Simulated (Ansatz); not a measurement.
Base system: CdS in the zinc blende structure (space group F-43m, No. 216).

```cif
data_CdS
_chemical_formula_sum 'Cd1 S1'
_space_group_name_H-M_alt 'P 1'
_space_group_IT_number 1
_cell_length_a 4.15614
_cell_length_b 4.15614
_cell_length_c 4.15614
_cell_angle_alpha 60.000
_cell_angle_beta 60.000
_cell_angle_gamma 60.000
loop_
_space_group_symop_operation_xyz
  'x, y, z'
loop_
_atom_site_label
_atom_site_type_symbol
_atom_site_fract_x
_atom_site_fract_y
_atom_site_fract_z
_atom_site_occupancy
Cd1 Cd 0.00000 0.00000 0.00000 1
S1 S 0.25000 0.25000 0.25000 1
```

Level of theory: plane-wave PAW DFT at the r2SCAN level (Ansatz, an electronic-structure program, 500 eV), scalar-relativistic without spin-orbit coupling.

For the base:

| Quantity | Value |
|---|---|
| Pressure | 0.01 GPa |

It is then changed as follows: every lattice vector is shortened by 1.50 %; the atoms relax in the strained cell.

Q: Estimate the effect on the pressure.

A: The pressure rises by 3.038 GPa, from 0.01 GPa to 3.04 GPa.

Q: How does this affect the energy relative to the base?

A: The energy increases by 10 meV/atom.

Whether these cells are dynamically stable was not tested.
